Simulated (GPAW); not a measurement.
# σxx against uniaxial strain in fluorite-structure HfO2 (space group 225): C11 (GPAW, PBEsol)

```
HfO2
1.0
    0.00000     2.52267     2.52267
    2.48483     0.00000     2.52267
    2.48483     2.52267     0.00000
Hf O
1 2
Direct
  0.00000   0.00000   0.00000
  0.25000   0.25000   0.25000
  0.75000   0.75000   0.75000
```

Method of the run: PBEsol, GPAW PAW datasets PBEsol (made by gpaw-setup) (plane waves; GPAW). Settings: mode = pw; ecut = 1040 eV; xc = PBEsol; kpts = 12 12 12; mesh shift (steps) = 0 0 0; occupations.name = fermi-dirac; occupations.width = 0.01 eV; nbands = -4; convergence.density = 1e-06 e/electron; convergence.energy = 1e-06 eV/electron; convergence.bands = -2; symmetry.symmorphic = false; symmetry.tolerance = 0.0005; maxiter = 100. The cell above is the first row's. The rows stretch one cube axis (x) by the strain ε and hold the other two. Stress is positive in tension. In all rows fractional positions and the k mesh are held.

```
ε (%)  σxx (GPa)
-----  ---------
-1.5       -9.03
-1.0       -5.95
-0.5       -2.93
0.0         0.02
0.5         2.91
1.0         5.73
1.5         8.49
2.0            ?
```

Task: Fit σxx against ε with a parabola, and predict the withheld value at ε = 2.0.

Result: Least squares gives σxx = 0.021 + 5.8400·ε - 0.1295·ε². Residuals (row less fit): 0.000, -0.002, 0.001, -0.001, 0.001, -0.001, 0.000; standard error 0.002 (degrees of freedom: 4). The slope at ε = 0, 5.8400 GPa per cent, gives C11 ≈ 100 × 5.8400 = 584 GPa, for the static lattice. At the withheld row, σxx = 0.021 + 5.8400 × 2.0 - 0.1295 × 2.0² = 11.183 GPa. The calculation gives 11.20 GPa, 0.017 GPa above the prediction (0.1 % of the range of σxx in the table). The row lies outside the fitted rows, so this is an extrapolation.

Carrying the step between the two nearest rows on in a straight line would have given 11.25, off by 0.05; series whose last step already gives the withheld value aren't shown. The reference cell has the volume at which an earlier scan in this program and functional put its minimum by a fit. This is a high-temperature phase, held here by symmetry. The runs keep the symmetry of the cell, so they don't test it for distortions. The unstrained cell stands at a pressure of -0.02 GPa, and the constants belong to that pressure. By symmetry this strain leaves no force on the atoms; the largest in the rows is 0.000 eV/Å. Spin-orbit coupling is off. Cutoffs and mesh are single choices, not tested for convergence of this quantity. Series with a scatter that would blur these digits, or in which a gap closes, are not shown. Strain series were run only where this level's volume lies within 10 % of a first guess from the measured size.
